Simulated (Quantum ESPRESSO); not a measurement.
Input and output of a self-consistent single point for SnSe (Pnma, 8 atoms in the cell) (Quantum ESPRESSO).

Level of theory: BLYP, GBRV 1.5 ultrasoft (PBE) pseudopotentials (plane waves; Quantum ESPRESSO 7.5).

```
CELL_PARAMETERS angstrom
     11.39851     0.00000     0.00000
      0.00000     4.03217     0.00000
      0.00000     0.00000     4.59373
ATOMIC_POSITIONS crystal
  Sn 0.61879 0.75000 0.37655
  Sn 0.38121 0.25000 0.62345
  Sn 0.88121 0.25000 0.87655
  Sn 0.11879 0.75000 0.12345
  Se 0.14855 0.25000 0.50918
  Se 0.85145 0.75000 0.49082
  Se 0.35145 0.75000 0.00918
  Se 0.64855 0.25000 0.99082
```

Reference input (self-consistent single point, DFT, PBE, plane waves, GBRV 1.5 ultrasoft (PBE) pseudopotentials): ecutwfc = 40 Ry; ecutrho = 200 Ry; occupations = smearing; smearing = fd; degauss = 0.000734986 Ry; potentials = {Sn: sn_pbe_v1.4.uspp.F.UPF, Se: se_pbe_v1.uspp.F.UPF}; K_POINTS = automatic 2 4 3 0 0 0; conv_thr = 1e-11 Ry; mixing_beta = 0.3. This run's input differs from it in these lines:

```diff
@@ -17,2 +17,3 @@
    degauss = 0.000734986
+   input_dft = 'blyp'
 /
```

Log, with long lists cut:

```
     Self-consistent Calculation

     iteration #  1     ecut=    40.00 Ry     beta= 0.30

     total energy              =    -810.00460102 Ry
     estimated scf accuracy    <       2.45360103 Ry

     iteration #  2     ecut=    40.00 Ry     beta= 0.30

     total energy              =    -809.81643358 Ry
     estimated scf accuracy    <       0.52147290 Ry

     iteration #  3     ecut=    40.00 Ry     beta= 0.30

     total energy              =    -809.97909218 Ry
     estimated scf accuracy    <       0.03915821 Ry

   [... 15 blocks of this kind left out ...]

     iteration # 19     ecut=    40.00 Ry     beta= 0.30

     total energy              =    -809.99342948 Ry
     estimated scf accuracy    <          2.5E-11 Ry

     iteration # 20     ecut=    40.00 Ry     beta= 0.30
     End of self-consistent calculation

     the Fermi energy is     9.1407 ev

!    total energy              =    -809.99342948 Ry
     estimated scf accuracy    <          2.5E-12 Ry
     smearing contrib. (-TS)   =      -0.00000000 Ry
     internal energy E=F+TS    =    -809.99342948 Ry

     convergence has been achieved in  20 iterations

     Forces acting on atoms (cartesian axes, Ry/au):

     atom    1 type  1   force =    -0.02352072    0.00000000    0.01823630
     atom    2 type  1   force =     0.02352072    0.00000000   -0.01823630
     atom    3 type  1   force =     0.02352072    0.00000000    0.01823630
     atom    4 type  1   force =    -0.02352072    0.00000000   -0.01823630
     atom    5 type  2   force =    -0.01828753    0.00000000    0.01836059
   [... lines left out ...]

     Total force =     0.078926     Total SCF correction =     0.000013

          total   stress  (Ry/bohr**3)                   (kbar)     P=       91.71
   0.00064968   0.00000000   0.00000000           95.57        0.00        0.00
   0.00000000   0.00066211   0.00000000            0.00       97.40        0.00
   0.00000000   0.00000000   0.00055841            0.00        0.00       82.14

   JOB DONE.
```

The run converged in 20 iterations. Against the reference run the pressure goes from 5.00 to 9.17 GPa, the largest force goes from 0.706 to 0.765 eV/Å and the gap on the mesh goes from 0.905 to 0.999 eV.

The starting cell comes from a database of computed structures (which also holds hypothetical and non-ambient phases and stackings), without a prior relaxation at this level. Its lattice was rescaled by a random factor within 2.5 % of one. With a pressure of about 9 GPa the cell is away from its equilibrium volume at this level.

Cost on one core of a shared machine: roughly 5 min.
